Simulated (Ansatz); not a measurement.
# A computed series for TiC: response to strain

Start from TiC in the rock salt structure (space group Fm-3m, No. 225; relaxed with 0.1 eV smearing).

```
TiC
1.0
    0.00000     2.16392     2.16392
    2.16392     0.00000     2.16392
    2.16392     2.16392     0.00000
Ti C
1 1
Direct
  0.00000   0.00000   0.00000
  0.50000   0.50000   0.50000
```

Cartesian axes are those of the cell as printed.

Strains are applied to the cell and any free atomic positions relax; under biaxial strain the out-of-plane vector relaxes too.

Calculations: r2SCAN (Ansatz, a program for electronic structure; PAW; 500 eV plane waves; spin-orbit coupling left out).

Candidates:
(a) biaxial strain +1.67 %, plane normal [111], relaxed out of plane
(b) biaxial strain +0.83 %, plane normal [111], relaxed out of plane
(c) biaxial strain +1.25 %, plane normal [111], relaxed out of plane

Order them by out-of-plane strain, lowest first.

(a) biaxial strain +1.67 %, plane normal [111], relaxed out of plane (-0.89 %), (c) biaxial strain +1.25 %, plane normal [111], relaxed out of plane (-0.66 %), (b) biaxial strain +0.83 %, plane normal [111], relaxed out of plane (-0.44 %)

No phonon test of stability was made. The final runs are not spin-polarised.
